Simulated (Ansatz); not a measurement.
Defect calculation: N on the O site + 1 H in alpha quartz

Calculation: PBE, PAW (plane waves to 420 eV; Ansatz, a first-principles code). Cell: 72 sites, 2×2×2; final energies on a 2×2×2 Γ-centred mesh. Sites at the start: the O site; H antibonding at the dopant. Charged cells carry a point-charge image correction with potential alignment at far atoms. Dielectric constants: PBE linear response of the host. Host gap at this level: 5.68 eV. A cell of this size leaves errors of a few tenths of an eV. PBE underestimates the host's gap, which shifts levels and can delocalise carriers. Spin–orbit coupling is left out. Each state is the lowest found from its start.

```
charge         moment (μB)  point group  largest move off a lattice site (Å)  image correction with alignment (eV)
------  ------------------  -----------  -----------------------------------  ------------------------------------
+1                     1.0           C1                                 0.37                                  0.40
0       not spin-polarised           C1                                 0.24                                  0.00
−1*               quenched           C1                                 0.24                                     –
```

* At this level the carrier isn't localised at the defect: at charge −1 electrons occupy the conduction band. Such a state is shallow or no state of the defect, and this cell gives it no level.

Point groups are those of the whole cell at tolerances of 0.03 and 0.1 Å ("near" where only the looser one holds); none is given for unsettled states.

Starting moments that weren't kept: charge −1 began with 1 μB and ended with 0.0.

No other site or start that was run ended lower by more than 0.1 eV.

Transition levels above the valence-band maximum: ε(+1/0) = 0.19 eV. On the lower envelope of the bound states, inside the gap: (+1/0) at 0.19 eV.

Flagged in the runs: a doubtful potential alignment, a host whose relaxation on this sampling wasn't shown to rest, a strain field that reaches the edge of the cell.
